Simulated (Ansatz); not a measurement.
MoS₂ (space group P6_3/mmc, No. 194; layered, stacked along the Cartesian z axis)

```xyz
6
Lattice="3.1493 0.0000 0.0000 -1.5747 2.7274 0.0000 0.0000 0.0000 12.0895" Properties=species:S:1:pos:R:3 pbc="T T T"
Mo     1.5747     0.9091     9.0671
Mo     0.0000     1.8183     3.0224
S      1.5747     0.9091     4.5882
S      0.0000     1.8183    10.6329
S      0.0000     1.8183     7.5013
S      1.5747     0.9091     1.4565
```

All numbers come from PBE-D3(BJ) (Ansatz, a quantum-chemistry and plane-wave program, PAW, no spin-orbit coupling). Γ-centred 12×12×3 mesh, Fermi–Dirac width 0.05 eV.

```json
{
  "volume_per_atom": "17.31 Å³",
  "density": "5.12 g/cm³",
  "band_gap": "0.77 eV, indirect, Γ → K–Γ (44 % along)",
  "hole_mass": "1.0 mₑ along c, 0.61 mₑ across",
  "total_energy": "-2254.683 eV/atom (σ→0; compares only within this code and set-up)"
}
```

Effective masses come from finite differences of ±0.01 Å⁻¹. Stability against distortions was not tested.
